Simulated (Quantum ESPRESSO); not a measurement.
Checking a run of Quantum ESPRESSO on TiGeSb (P4/nmm, 6 atoms in the cell). The aim is a self-consistent single point with DFT, PBEsol, plane waves, SSSP 1.1.2 efficiency (PBE) pseudopotentials.

Cell that was meant: a = 3.7022 Å, b = 3.7022 Å, c = 8.2137 Å, α = 90.00°, β = 90.00°, γ = 90.00°.

Part of the input:

```fortran
  mixing_beta = 0.3
/
ATOMIC_SPECIES
Ti    47.8670  ge_pbe_v1.4.uspp.F.UPF
Ge    72.6300  ti_pbe_v1.4.uspp.F.UPF
Sb   121.7600  sb_pbe_v1.4.uspp.F.UPF
ATOMIC_POSITIONS {crystal}
Ti  0.5000000000    0.0000000000    0.2487500000
Ti  0.0000000000    0.5000000000    0.7512500000
Ge  0.0000000000    0.0000000000    0.0000000000
Ge  0.5000000000    0.5000000000    0.0000000000
Sb  0.5000000000    0.0000000000    0.6155600000
Sb  0.0000000000    0.5000000000    0.3844400000
K_POINTS {automatic}
7 7 4  0 0 0
CELL_PARAMETERS {bohr}
```

Output (repeated stretches shortened):

```
     Message from routine setup:
     using ibrav=0 with symmetry is DISCOURAGED, use correct ibrav instead
     G-vector sticks info
   [... lines left out ...]
        k(    2) = (   0.0000000   0.0000000   0.1126837), wk =   0.0204082
        k(    3) = (   0.0000000   0.0000000  -0.2253674), wk =   0.0102041
   [... 27 lines left out ...]

     Dense  grid:   102719 G-vectors     FFT dimensions: (  48,  48, 100)

     Smooth grid:    36325 G-vectors     FFT dimensions: (  32,  32,  72)

     Initial potential from superposition of free atoms

     starting charge      77.9981, renormalised to      82.0000

     negative rho (up, down):  2.206E-03 0.000E+00
     Self-consistent Calculation

     iteration #  1     ecut=    50.00 Ry     beta= 0.30

---- Real-time Memory Report at c_bands before calling an iterative solver
           377 MiB given to the printing process from OS
           172 MiB allocation reported by mallinfo(arena+hblkhd)
------------------

     negative rho (up, down):  9.484E-04 0.000E+00

     total energy              =   -1022.50872892 Ry
     estimated scf accuracy    <      28.13697650 Ry

     iteration #  2     ecut=    50.00 Ry     beta= 0.30

   [... lines left out ...]
           213 MiB allocation reported by mallinfo(arena+hblkhd)
------------------

     negative rho (up, down):  1.095E-03 0.000E+00

     total energy              =   -1033.27608016 Ry
     estimated scf accuracy    <          3.3E-11 Ry

     iteration # 18     ecut=    50.00 Ry     beta= 0.30

---- Real-time Memory Report at c_bands before calling an iterative solver
           524 MiB given to the printing process from OS
           213 MiB allocation reported by mallinfo(arena+hblkhd)
------------------

     negative rho (up, down):  1.095E-03 0.000E+00
     End of self-consistent calculation

     the Fermi energy is    13.8433 ev

!    total energy              =   -1033.27608016 Ry
     estimated scf accuracy    <          4.7E-12 Ry
     smearing contrib. (-TS)   =      -0.00076021 Ry
     internal energy E=F+TS    =   -1033.27531995 Ry

     convergence has been achieved in  18 iterations

     negative rho (up, down):  1.095E-03 0.000E+00

     Forces acting on atoms (cartesian axes, Ry/au):

     atom    1 type  1   force =     0.00000000    0.00000000   -0.03504868
     atom    2 type  1   force =     0.00000000    0.00000000    0.03504868
     atom    3 type  2   force =     0.00000000    0.00000000    0.00000000
     atom    4 type  2   force =     0.00000000    0.00000000    0.00000000
   [... lines left out ...]
     Total force =     0.097697     Total SCF correction =     0.000003
   [... lines left out ...]

     negative rho (up, down):  1.095E-03 0.000E+00
          total   stress  (Ry/bohr**3)                   (kbar)     P=       66.19
   0.00064005   0.00000000   0.00000000           94.16        0.00        0.00
   0.00000000   0.00064005   0.00000000            0.00       94.16        0.00
   0.00000000   0.00000000   0.00006975            0.00        0.00       10.26

   JOB DONE.
```

Problem. Is this run sound? If not, what is wrong?

Solution. The run is not sound. The fault is potential files assigned to the wrong elements. Each file describes one element; swapped files give the atoms the wrong cores and charges. To fix it, match the files to the elements. The run converged in 18 iterations without an error; against the sound input the pressure goes from -2.50 to 6.62 GPa and the largest force goes from 0.122 to 1.531 eV/Å. The full log also holds: “c_bands:  1 eigenvalues not converged”.

The sound input it was made from differs as follows (other fixes are possible):
```diff
-Ti    47.8670  ge_pbe_v1.4.uspp.F.UPF
-Ge    72.6300  ti_pbe_v1.4.uspp.F.UPF
+Ti    47.8670  ti_pbe_v1.4.uspp.F.UPF
+Ge    72.6300  ge_pbe_v1.4.uspp.F.UPF
-Ti  0.5000000000    0.0000000000    0.2487500000
-Ti  0.0000000000    0.5000000000    0.7512500000
-Ge  0.0000000000    0.0000000000    0.0000000000
-Ge  0.5000000000    0.5000000000    0.0000000000
-Sb  0.5000000000    0.0000000000    0.6155600000
-Sb  0.0000000000    0.5000000000    0.3844400000
+Ti    0.5000000000    0.0000000000    0.2487500000
+Ti    0.0000000000    0.5000000000    0.7512500000
+Ge    0.0000000000    0.0000000000    0.0000000000
+Ge    0.5000000000    0.5000000000    0.0000000000
+Sb    0.5000000000    0.0000000000    0.6155600000
+Sb    0.0000000000    0.5000000000    0.3844400000
```

With that input, the run converged in 19 iterations: free energy E − TS -14062.7660 eV; Fermi level (on the code's own zero) 13.29 eV; pressure -2.50 GPa; largest force (vector length) 0.122 eV/Å (DFT, PBEsol, plane waves, SSSP 1.1.2 efficiency (PBE) pseudopotentials).

On the sound input: the starting cell comes from a database of published, mostly measured structures (it also holds non-ambient and calculated ones), without a prior relaxation at this level. Spin-orbit coupling is off. Spin polarisation is off.
